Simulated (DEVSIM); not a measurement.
Schottky contact on n-type CdTe

System: Schottky contact on n-type CdTe, at 300 K.

| layer (left to right) | material | thickness (μm) | Nd (cm⁻³) | τn (s) | τp (s) |
|---|---|---|---|---|---|
| 1 | CdTe | 7.00 | 1.1e15 | 3e-9 | 3e-9 |

Left contact: Schottky, work function 5.47 eV, emission velocity 6.6e6 cm/s. Right contact: ohmic. Voltage is applied to the left contact. Recombination: SRH at mid-gap, Auger. Mobility is μmin + (μ − μmin)/(1 + (N/Nref)^α).

The device is made up for the run: typed textbook-type constants, with dimensions and the other settings drawn at random. Values at 300 K.

```csv
parameter,CdTe
gap (eV),1.5
affinity (eV),4.28
permittivity,10.2
Nc (cm⁻³),8e17
Nv (cm⁻³),1.8e19
μn (cm²/Vs),1000
μp (cm²/Vs),80
"μn,min",100
"μp,min",10
"Nref,n",1e17
"Nref,p",1e17
αn,0.6
αp,0.6
Cn (cm⁶/s),1e-30
Cp (cm⁶/s),1e-30
```

DEVSIM, 1D drift-diffusion, Boltzmann statistics, complete ionisation; no tunnelling, impact ionisation, image-force lowering or self-heating. Metal contacts follow the ideal Schottky-Mott rule: no Fermi-level pinning, no interface dipoles.

```json
{
  "potential_step_across_the_device_at_zero_bias": "1.020 V",
  "largest_field_in_the_device_at_zero_bias": "20000 V/cm",
  "Dark forward voltage at 1 A/cm²": "0.861 V",
  "Dark forward voltage at 100 A/cm²": "1.402 V"
}
```

Dark forward current:

```tsv
V (V)	J (A/cm²)
0.05	2.7e-10
0.10	9.6e-10
0.20	7.7e-9
0.25	2.1e-8
0.35	1.6e-7
0.40	4.6e-7
0.50	4.7e-6
0.55	1.9e-5
0.65	0.00051
0.70	0.0031
0.75	0.020
0.85	0.72
0.90	3.1
1.00	16
1.05	25
1.15	45
1.20	55
1.30	77
1.35	88
1.40	100
1.50	120
1.55	130
1.65	160
1.70	170
1.80	190
1.85	210
1.95	230
2.00	240
```

Dark reverse current:

```json
[
 {"V (V)": "-0.10", "J (A/cm²)": "-2.3e-10"},
 {"V (V)": "-0.25", "J (A/cm²)": "-4.7e-10"},
 {"V (V)": "-0.50", "J (A/cm²)": "-8.0e-10"},
 {"V (V)": "-0.75", "J (A/cm²)": "-1.1e-9"},
 {"V (V)": "-1.00", "J (A/cm²)": "-1.4e-9"},
 {"V (V)": "-1.50", "J (A/cm²)": "-1.9e-9"},
 {"V (V)": "-2.00", "J (A/cm²)": "-2.3e-9"},
 {"V (V)": "-2.50", "J (A/cm²)": "-2.7e-9"},
 {"V (V)": "-3.25", "J (A/cm²)": "-3.2e-9"},
 {"V (V)": "-4.00", "J (A/cm²)": "-3.7e-9"},
 {"V (V)": "-5.00", "J (A/cm²)": "-4.2e-9"}
]
```
